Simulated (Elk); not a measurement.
Worked example: self-consistent single point of CdS (P6_3mc, 4 atoms in the cell) in Elk.

Level of theory: revPBE, all-electron FP-LAPW, Elk's shipped species files, APW+lo basis with extra local orbitals run with Elk.

The change in words: lattice scaled by 0.985; rgkmax: 7.5 → 5.81. Reference geometry:
```xyz
4
Lattice="4.1370 0.0000 0.0000 -2.0685 3.5827 0.0000 0.0000 0.0000 6.7144" Properties=species:S:1:pos:R:3 pbc="T T T"
Cd     2.0685     1.1942     0.0000
Cd     0.0000     2.3885     3.3572
S      2.0685     1.1942     2.5179
S      0.0000     2.3885     5.8751
```

Reference input (self-consistent single point, DFT, revPBE, all-electron FP-LAPW, Elk's shipped species files, APW+lo basis with extra local orbitals): xctype = 21; rgkmax = 7.5; swidth = 0.00367493 Ha; ngridk = 4 4 2; gmaxvr = 16 1/bohr; nxlo = 2; lorbcnd = true; lmaxi = 3; maxscl = 100. This run's input differs from it in these lines:

```diff
@@ -7,3 +7,3 @@
 rgkmax
-  7.5
+  5.81
 
@@ -28,5 +28,5 @@
 avec
-    7.8177968734    0.0000000242    0.0000000000
-   -3.9088984576    6.7704106819    0.0000000000
-    0.0000000000    0.0000000000   12.6883770912
+    7.7005301440   -0.0000005005    0.0000000000
+   -3.8502646385    6.6688549776    0.0000000000
+    0.0000000000    0.0000000000   12.4980514348
```

Output (repeated stretches shortened):

```
│ Self-consistent loop started │
│ Loop number : 1 │
 total energy                :     -11995.8099705
│ Loop number : 2 │
 total energy                :     -11995.9533355
RMS change in Kohn-Sham potential (target) :   0.6364644714     (  0.1000000000E-05)
Absolute change in total energy (target)   :   0.1433650182     (  0.1000000000E-03)
│ Loop number : 3 │
 total energy                :     -11994.6506499
RMS change in Kohn-Sham potential (target) :   0.5598473480     (  0.1000000000E-05)
Absolute change in total energy (target)   :    1.266844408     (  0.1000000000E-03)
│ Loop number : 4 │
   [... lines left out ...]
Absolute change in total energy (target)   :   0.3764370194E-03 (  0.1000000000E-03)
│ Loop number : 13 │
 total energy                :     -11991.3455937
RMS change in Kohn-Sham potential (target) :   0.5563299014E-06 (  0.1000000000E-05)
Absolute change in total energy (target)   :   0.1257906424E-03 (  0.1000000000E-03)
│ Loop number : 14 │
 total energy                :     -11991.3455692
RMS change in Kohn-Sham potential (target) :   0.1735220096E-06 (  0.1000000000E-05)
Absolute change in total energy (target)   :   0.5591437730E-04 (  0.1000000000E-03)
Convergence targets achieved

│ Loop number : 15 │

Energies :
 Fermi                       :     0.142057926715
 total energy                :     -11991.3455647

Density of states at Fermi energy :   0.7601185593E-01
 (states/Hartree/unit cell)

Estimated indirect band gap :   0.4854151163E-01
 from k-point      1 to k-point      1
Estimated direct band gap   :   0.4854151163E-01
 at k-point      1

Charges :
 core                        :    80.00000000
 valence                     :    48.00000000
 interstitial                :    6.377438732
 muffin-tins (core leakage)
  species :    1 (Cd)
   atom    1                 :    46.50457083     (  0.4018852133E-03)
   atom    2                 :    46.50457083     (  0.4018852133E-03)
  species :    2 (S)
   atom    1                 :    14.30670980     (  0.1132804805E-03)
   atom    2                 :    14.30670980     (  0.1132804805E-03)
 total in muffin-tins        :    121.6225613
 total calculated charge     :    127.9910219
 total charge                :    128.0000000
 error                       :   0.8978074939E-02

│ Self-consistent loop stopped │
```

The run converged in 15 iterations. The count includes the last loop, which Elk runs after its targets are met. Against the reference run the gap on the mesh goes from 1.275 to 1.321 eV.

The starting cell comes from a database of published, mostly measured structures (it also holds non-ambient and calculated ones), without a prior relaxation at this level. For this run, on top of that: lattice scaled by 0.985. Values depend on the basis (sphere radii, cutoffs, local orbitals), which need not be converged.
